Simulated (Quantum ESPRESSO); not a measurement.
# Effort and miss along a sweep of ecutwfc: ZnGa11Co4 (P2/m, 16 atoms in the cell)

Cell: a = 6.1473 Å, b = 6.2798 Å, c = 6.2065 Å, α = 90.00°, β = 90.09°, γ = 90.00°.

Method of the run: PBEsol, GBRV 1.5 ultrasoft (PBESOL) pseudopotentials (plane waves; Quantum ESPRESSO).

Base settings: ecutwfc = 50 Ry; ecutrho = 400 Ry; occupations = smearing; smearing = gaussian; degauss = 0.00147 Ry; K_POINTS = automatic 3 3 3 0 0 0; conv_thr = 1e-10 Ry.

Misses are taken against the tightest run, 57 Ry (ecutrho: 400 Ry → 456 Ry), which need not be fully converged itself. The energy is the free energy per atom.

The count of work is k-points × plane waves × bands × iterations; it is no time, and leaves out set-up, grids and terms that scale otherwise. Core times come from one kind of shared machine and are given to one figure; runs under 30 s give none.

The starting cell comes from a database of computed structures (which also holds hypothetical and non-ambient phases and stackings), without a prior relaxation at this level. Its lattice was rescaled by a random factor within 2.5 % of one. Spin polarisation is off. Without a gap this mesh is coarse (it stands for a supercell whose shortest vector is 18 Å).

```csv
ecutwfc,energy less reference (meV/atom),pressure less reference (GPa),largest difference in the force on any atom (eV/Å),count of work / reference,core time / reference (rough)
20 Ry (ecutrho: 400 Ry → 160 Ry),14251.58,-732.16,0.707,0.19,0.3
25 Ry (ecutrho: 400 Ry → 200 Ry),2173.36,-153.70,0.277,0.31,0.4
30 Ry (ecutrho: 400 Ry → 240 Ry),266.44,-24.36,0.018,0.38,0.7
35 Ry (ecutrho: 400 Ry → 280 Ry),52.76,-1.96,0.003,0.52,0.7
40 Ry (ecutrho: 400 Ry → 320 Ry),33.42,-0.77,0.001,0.59,0.5
45 Ry (ecutrho: 400 Ry → 360 Ry),16.11,-0.94,0.001,0.70,0.8
50 Ry,4.24,-0.40,0.000,0.82,0.9
57 Ry (ecutrho: 400 Ry → 456 Ry),0.00,0.00,0.000,1.0,1
```

The last two settings still differ by 4.2 meV/atom, so the table cannot show that the reference is converged.

Coarsest setting among those run that, with all tighter ones, holds the energy within 20 meV/atom of the reference: 45 Ry (ecutrho: 400 Ry → 360 Ry), off by 16 meV/atom; its saving against the reference is no more than about a factor of 2 in the count of work.

Coarsest setting among those run that, with all tighter ones, holds the energy within 10 meV/atom of the reference: 50 Ry, off by 4.2 meV/atom; its saving against the reference is no more than about a factor of 2 in the count of work.

The step from 20 Ry (ecutrho: 400 Ry → 160 Ry) to 45 Ry (ecutrho: 400 Ry → 360 Ry): it takes the miss in the energy from 14000 to 16 meV/atom, for 3.7 times the count of work and roughly 3 times the time.
